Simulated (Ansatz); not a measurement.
## Effect of biaxial strain −3.45 %, plane normal [110], relaxed out of plane on NiO

Take NiO in the rock salt structure (space group Fm-3m, No. 225; a = 4.1886 Å; ferromagnetic) as the base. Axes: x, y, z lie along the cube axes.

It is then changed as follows: compressive biaxial strain of 3.45 % in the plane normal to [110], as in epitaxy on a mismatched substrate; the out-of-plane cell vector and the atoms relax.

Calculations: Kohn–Sham DFT with the r2SCAN functional, run in Ansatz (a program for electronic structure) with PAW and 500 eV plane waves, no spin-orbit coupling. Γ-centred 13×13×13 mesh, Fermi–Dirac width 0.05 eV.

The volume per atom shrinks by 0.34 Å³ (9.19 Å³ → 8.85 Å³) and the shortest interatomic distance drops by 0.137 bohr (3.958 bohr → 3.821 bohr). The energy rises by 26 meV/atom and the pressure (mean of the normal stresses, compression positive) goes from zero to 8.97 GPa. The band gap falls by 0.33 eV to 0.49 eV and the gap character amounts to indirect, S → Γ. The smallest direct gap drops by 0.21 eV, from 1.71 eV to 1.50 eV and the magnetic state stays ferromagnetic. The out-of-plane strain comes out as +3.35 % and the ratio −ε⊥/ε∥ amounts to 0.97. The mean in-plane stress (compression positive) comes out as +13.5 GPa.

Whether these cells are dynamically stable was not tested. No Hubbard U is applied and the magnetic state is the run's own (NiO ferromagnetic); other magnetic orders, which need larger cells, were not tried and can change the gap. A gap here joins edges of opposite spin (a spin-flip gap). In its common phase, real NiO is an antiferromagnetic insulator at low temperature. k-point labels follow each cell's own Brillouin zone.
